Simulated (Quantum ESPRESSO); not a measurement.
**Habitual settings against a tight run: Cr (Im-3m, 1 atom in the cell)**

Self-consistent single point.

```xyz
1
Lattice="1.4541 1.4541 1.4541 -1.4541 1.4541 1.4541 -1.4541 -1.4541 1.4541" Properties=species:S:1:pos:R:3 pbc="T T T"
Cr     0.0000     0.0000     0.0000
```
Moments meant for the start (each program seeds them in its own way; μB, in the order of the atoms Cr): 3.0.

Method of the run: LDA (PW92), PseudoDojo standard norm-conserving (LDA) pseudopotentials (plane waves; Quantum ESPRESSO 7.5).

Base settings: ecutwfc = 95 Ry; occupations = smearing; smearing = gaussian; degauss = 0.019992 Ry; nspin = 2; potentials = {Cr: Cr.upf}; K_POINTS = automatic 16 16 16 0 0 0; conv_thr = 1e-10 Ry; mixing_beta = 0.4.

Tight run (finer mesh or higher cutoff; not a proven limit): ecutwfc: 95 Ry → 133 Ry; conv_thr: 1e-10 Ry → 7.3e-11 Ry; K_POINTS: automatic 16 16 16 0 0 0 → automatic 22 22 22 0 0 0. It gave Fermi level (on the code's own zero) 17.93 eV; pressure -28.75 GPa; size of the cell's spin moment 0.00 μB.

Quick runs, as changes from the base:
- A: the base itself
- B: ecutwfc: 95 Ry → 66 Ry; K_POINTS: automatic 16 16 16 0 0 0 → automatic 4 4 4 0 0 0
- C: ecutwfc: 95 Ry → 48 Ry; K_POINTS: automatic 16 16 16 0 0 0 → automatic 8 8 8 0 0 0
- D: ecutwfc: 95 Ry → 57 Ry; degauss: 0.019992 Ry → 0.0147 Ry; K_POINTS: automatic 16 16 16 0 0 0 → automatic 6 6 6 1 1 1
- E: ecutwfc: 95 Ry → 57 Ry; K_POINTS: automatic 16 16 16 0 0 0 → automatic 3 3 3 0 0 0; potentials: PseudoDojo standard norm-conserving (PBESOL) [PBEsol]

Energies are extrapolated to zero smearing width, which holds to low order in the width alone (under cold and Methfessel-Paxton smearing the free energy itself is taken).

Dashes: energy of E, another energy zero.

† marks runs with another functional, U, potentials or spin treatment: their distance from the tight run is not a convergence error alone.

The count of work is k-points × plane waves × bands × iterations; it is no time. 

The starting cell was generated: these elements placed on a structure prototype, without a prior relaxation; it need not be a known phase or ordering of this composition. Its lattice was rescaled by a random factor within 2.5 % of one. The starting moments vanished: the run ended non-magnetic, which need not be the lowest state. In the base run, with a pressure of about -29 GPa the cell is away from its equilibrium volume at this level.

```tsv
run	energy less tight (meV/atom)	pressure less tight (GPa)	size of the net moment less tight (μB/atom)	count of work / tight
A	-2.0	-0.09	0.00	0.24
B	339.0	-32.22	0.00	0.0097
C	4690.5	-257.33	0.00	0.018
D	1301.6	-100.35	0.00	0.012
E†	–	-82.67	0.26	0.0033
```

Among the runs at the tight run's level, the energy misses run from 2.0 to 4690.5 meV/atom.

Left out of this page: 1 run of the series outside the window shown, repeating another row's setting, or not comparable.
